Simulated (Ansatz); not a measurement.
An Ansatz (a program for electronic structure) run: Rh with a change (isotropic strain −1.00 %); r2SCAN (Ansatz, PAW, scalar-relativistic without spin-orbit coupling).

Input:

Ansatz 0.2 input:
```yaml
crystal:
  lattice:
    - [0, 1.8817606534, 1.8817606534]
    - [1.8817606534, 0, 1.8817606534]
    - [1.8817606534, 1.8817606534, 0]
  atoms:
    - { symbol: Rh, position: [0, 0, 0] }
basis: { ecutwfc: 500, ecutrho_ratio: 4, xc_grid: 4, fft_grid_basis: typed }
kpoints: { mp_grid: { grid: [30, 30, 30] } }
hamiltonian:
  xc: r2scan
  dispersion: none
  pseudopotentials: { kind: paw }
scf: { occupations: { method: fermi_dirac, width: 0.1 }, convergence: { dr2_threshold: 0.0000000001 } }
relax: { f_tol: 0.005, max_steps: 50 }
output: { forces: true, stress: true }
checkpoint: { write: state.ck, write_every: 1000 }
```

Output (explanatory and most iteration lines left out):

```
Relaxation: its limit of steps is 50 (relax.max_steps)
Pseudopotential: Rh, paw, valence charge 17
Crystal: 1 atoms, lattice volume = 13.327 Å³
Basis set: ecut = 500 eV, 331 PW (Γ), exchange–correlation on 80×80×80 points (64 copies of the dense FFT grid, shifted against one another)
Bands: 13, of which v1, the nominal top of the filled ones, is band 9 counted from 1 (8 counted from 0)
Symmetry: 48 space group operations
Space group: Fm-3m (ITA 225), of the structure as read, at distance tolerance 2.4e-5 Å
k-points: 752 of 27000
Functional: x = r2scan, c = r2scan; τ floored in thin density (d = 2e-4 eV/Å³)
SCF iter   1: F=—  HF=-6415.270443 eV  |F-HF|=—  |Δ(HF+E_count)|=         —  Δρ=1.03e-2  dr2=3.98e-3  dr2_τ=1.09e-2  ethr=1.77e-3  ⟨swp⟩=5.3  Hψ=55850  notcnv=0
SCF iter   2: F=—  HF=-6415.282455 eV  |F-HF|=—  |Δ(HF+E_count)|=   1.20e-2  Δρ=5.52e-3  dr2=1.28e-3  dr2_τ=1.99e-4  ethr=2.34e-5  ⟨swp⟩=2.1  Hψ=22450  notcnv=0
SCF 1 converged in 8 iterations: F = -6415.282754 eV  dr2 = 1.15e-11
relax step   1: F+E_penalty+E_count = -6415.28275401 eV  Δ(F+E_penalty+E_count) = +0.000e0 eV  max|allowed force component| = 0.000e0 eV/Å  Δτ_max = 0.0000 Å  (8 SCF iters, accepted)
Crystal: 1 atoms, lattice volume = 13.327 Å³
SCF iter   1: F=—  HF=-6415.282754 eV  |F-HF|=—  |Δ(HF+E_count)|=         —  Δρ=3.76e-7  dr2=1.15e-11  dr2_τ=1.84e-12  ethr=1.00e-12  ⟨swp⟩=1.2  Hψ=58152  notcnv=0
SCF iter   2: F=-6415.282754 eV  HF=-6415.282754 eV  |F-HF|=8.19e-12  |Δ(HF+E_count)|=  1.46e-11  Δρ=2.36e-7  dr2=3.11e-12  dr2_τ=1.82e-13  ethr=1.00e-12  ⟨swp⟩=3.4  Hψ=26197  notcnv=0
SCF 2 converged in 2 iterations: F = -6415.282754 eV  dr2 = 3.11e-12
SCF converged after 2 iterations
Free energy (F): -6415.282754 eV
Internal energy: -6415.242834 eV  (E = F + TS)
E sigma→0 (E₀):  -6415.262794 eV
Entropy (-TS):   -0.039920 eV (-39.920 meV/atom)
Fermi energy:    23.108378 eV
--- Forces (eV/Å), atoms counted from 1 ---
  atom   1  Rh     0.00000000    -0.00000000     0.00000000
--- Stress (GPa, compression-positive) ---
        9.120074       0.000000       0.000000
        0.000000       9.120074       0.000000
       -0.000000       0.000000       9.120074
  P = ⅓ Tr σ = 9.1201 GPa (91.201 kbar)
--- Relaxed structure (1 steps of the walk, 1 accepted, 0 SCFs on fresh bases) ---
  atoms:
    - { symbol: Rh, position: [0.0, 0.0, 0.0] }
```

Stability against distortions was not tested. The final runs are not spin-polarised. The cell was made from Rh in the fcc (Cu type) structure (space group Fm-3m, No. 225) by this change: isotropic strain −1.00 %.
